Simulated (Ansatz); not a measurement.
NaF (model structure, started from the CsCl type, Pm-3m, No. 221, 2 atoms in the cell), treated with PBE (plane waves, PAW; Ansatz, a first-principles code).

Settings: plane-wave cutoff 520 eV, 12×12×12 k mesh, Fermi–Dirac smearing 0.01 eV, scalar-relativistic PAW data made under PBE.

The cell is the one relaxed with PBEsol. Conventional cell: a = 2.8166 Å, b = 2.8166 Å, c = 2.8166 Å, α = 90.00°, β = 90.00°, γ = 90.00°.

```yaml
crystal:
  lattice:
    - [2.81656, 0.00000, 0.00000]
    - [0.00000, 2.81656, 0.00000]
    - [0.00000, 0.00000, 2.81656]
  atoms:
    - { symbol: Na, position: [0.00000, 0.00000, 0.00000] }
    - { symbol: F, position: [0.50000, 0.50000, 0.50000] }
```

Question: List the 8 lowest band energies at Γ above −25 eV (eV, relative to the valence band maximum), grouping those that round alike.

Answer: At Γ: -20.09 (×3), -19.81, -0.33 (×3), 5.97.

Note: the relaxation could raise the start's symmetry but not lower it, so the cell can be a saddle point; cell and atoms aren't relaxed at this level (pressure 2.8 GPa).

A model structure was made by putting elements into a prototype or built by hand; it is no filed structure, need not be a known phase, and can be a saddle point held by its symmetry.
